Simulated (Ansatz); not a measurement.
Base system: MoS$_{2}$ (space group P6_3/mmc, No. 194; layered, stacked along the Cartesian z axis).

```xyz
6
Lattice="3.1090 0.0000 0.0000 -1.5545 2.6925 0.0000 0.0000 0.0000 11.7090" Properties=species:S:1:pos:R:3 pbc="T T T"
Mo     1.5545     0.8975     2.9272
Mo     0.0000     1.7950     8.7817
S      1.5545     0.8975    10.3450
S      0.0000     1.7950     4.4905
S      0.0000     1.7950     1.3640
S      1.5545     0.8975     7.2185
```

Cartesian axes are those of the cell as printed.

Level of theory: DFT with PBEsol-D3(BJ), PAW potentials and a 420 eV plane-wave cutoff in Ansatz (a program for electronic structure), without spin-orbit coupling.

Strains are applied to the cell and any free atomic positions relax.

One change was made to it. Results:

```tsv
quantity	base	after
smallest direct gap	1.79 eV	1.81 eV
energy relative to the base (free energy F)	0 meV/atom	+0.7 meV/atom
hole mass	1.1 mₑ along c, 0.50 mₑ across (at Γ)	1.0 mₑ along z, 0.56 mₑ across (at Γ)
band gap	0.52 eV	0.60 eV
```

**Question.** Which change produced these results?
A) uniaxial strain ε_zz = +3.00 %
B) uniaxial strain ε_zz = +0.60 %
C) uniaxial strain ε_zz = +1.20 %
D) uniaxial strain ε_zz = +2.40 %

**Answer.** C, uniaxial strain ε_zz = +1.20 %. For comparison, the band gap in the other runs: uniaxial strain ε_zz = +2.40 % gives 0.68 eV; uniaxial strain ε_zz = +3.00 % gives 0.72 eV; uniaxial strain ε_zz = +0.60 % gives 0.56 eV.

Effective masses come from finite differences of ±0.01 Å⁻¹. Whether these cells are dynamically stable was not tested.
